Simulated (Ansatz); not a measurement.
Pressure series in Si3N4

Start from Si3N4 (space group Fd-3m, No. 227; a = 7.7893 Å).

Cell and atoms are relaxed at each pressure.

Method: PBE in Ansatz (plane waves to 420 eV, PAW, without spin-orbit coupling).

```csv
case,lattice parameter a,band gap
base,778.9 pm,3.34 eV
pressure −2 GPa,780.7 pm,3.32 eV
pressure −1 GPa,779.8 pm,3.33 eV
pressure 0.7 GPa,[?],3.35 eV
pressure 1.5 GPa,777.6 pm,3.36 eV
pressure 3 GPa,776.3 pm,3.38 eV
pressure 5 GPa,774.7 pm,3.41 eV
pressure 7.5 GPa,772.6 pm,3.44 eV
pressure 10 GPa,770.7 pm,3.47 eV
```

Problem. Fill in the withheld entries from the trend.

Solution. 
- pressure 0.7 GPa, lattice parameter a: 778.3 pm

Load acts through the strain it causes; cell and atoms are relaxed under it. No phonon test of stability was made. No other phases were tried under pressure.

Ansatz is an electronic-structure program.
